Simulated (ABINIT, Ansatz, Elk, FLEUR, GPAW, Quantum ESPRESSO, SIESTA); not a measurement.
## One structure in several programs: GaFe (P-6m2, 2 atoms in the cell)

Self-consistent single point.

```
CELL_PARAMETERS angstrom
      2.73219     0.00000     0.00000
     -1.36610     2.36615     0.00000
      0.00000     0.00000     4.00740
ATOMIC_POSITIONS crystal
  Ga 0.00000 0.00000 0.50000
  Fe 0.66667 0.33333 0.00000
```
Moments meant for the start (each program seeds them in its own way; μB, in the order of the atoms Ga Fe): 0.0 4.0.

All programs got the same cell, k-point mesh and kind of occupations, and the same starting moments (in Ansatz's words: kpoints.mp_grid.grid = 11 11 7; magnetization.spin_polarized = true; scf.occupations.method = fermi_dirac; scf.occupations.width = 0.0073 Ry); potentials, basis and cutoffs are each program's usual ones.

```
code                                                                                                                                 model  pressure (GPa)  size of the net moment (μB/atom)  k-points           cutoff
----------------  ------------------------------------------------------------------------------------------------------------------------  --------------  --------------------------------  --------  ---------------
FLEUR                                                     LDA (Vosko-Wilk-Nusair), all-electron FLAPW (FLEUR), scalar-relativistic valence               –                              0.94        64  Kmax 4.5 1/bohr
Ansatz                                                                                                 LDA (PW92), PAW files made with PBE          -11.00                              0.93        64          30.9 Ry
ABINIT                                                     LDA (PW92), norm-conserving pseudopotentials (PseudoDojo nc-sr-04 LDA standard)          -10.54                              0.97        64            45 Ha
SIESTA            LDA PW92, numerical atomic orbitals TZP, PseudoDojo LDA standard norm-conserving potentials (rewritten from UPF to PSML)          -12.42                              0.98       424      grid 400 Ry
Quantum ESPRESSO                                                                       LDA (PZ), GBRV 1.5 ultrasoft (LDA) pseudopotentials          -10.68                              0.96        64            50 Ry
Elk                                                    LDA (PW92), all-electron FP-LAPW, Elk's shipped species files, default APW+lo basis               –                              0.92       104          default
GPAW                                                                         LDA (Perdew-Wang 92), GPAW PAW datasets LDA (gpaw-data 1.0.1)           -9.78                              0.93        64           800 eV
```

A dash marks a value that a program does not give, or that is left out as unsure.

The spread over the programs that give each value: pressure within 2.64 GPa; size of the net moment within 0.06 μB/atom.

The starting cell comes from a database of computed structures (which also holds hypothetical and non-ambient phases and stackings), without a prior relaxation at this level. Its lattice was rescaled by a random factor within 2.5 % of one. On Ansatz's run: With one magnetic atom in the cell only a parallel order is possible. In the base run, with a pressure of about -11 GPa the cell is away from its equilibrium volume at this level.

**Question.** Why do the programs differ, and what cannot be compared?

**Answer.** Differences of this kind can come from the potentials, where these differ, and from what each basis and cutoff leave unconverged. The valence holds different numbers of electrons (FLEUR 37, Ansatz (a program for electronic structure) 29, ABINIT 29, SIESTA 29, Quantum ESPRESSO 35, GPAW 11). The zero of total energies and Fermi levels follows the potentials and each program's conventions, so they are not compared here. SIESTA uses small atom-centred bases, whose incompleteness enters pressures, forces and empty levels differently from a plane-wave cutoff. FLEUR and Elk treat all electrons, but the usual bases taken here (sphere radii, linearisation, local orbitals, empty states) were not tested for convergence, so the values are no reference for the others. Ansatz's pressure is given at a fixed set of plane waves, as the other plane-wave codes print theirs; with its correction for the finite basis it is -10.93 GPa. Ansatz's smearing width was typed in Ry to four decimals, so it matches the others to a few per cent. The same LDA comes in different parametrisations, which differ slightly. Site moments depend on each program's spheres or projections; the total moment of the cell does not. The programs reduce the same mesh by symmetry to different extents, which changes the work and not the result. In the pressure, SIESTA (by 1.81) lies more than 1 GPa from the median of the plane-wave programs.

Keys are those of Ansatz 0.2.
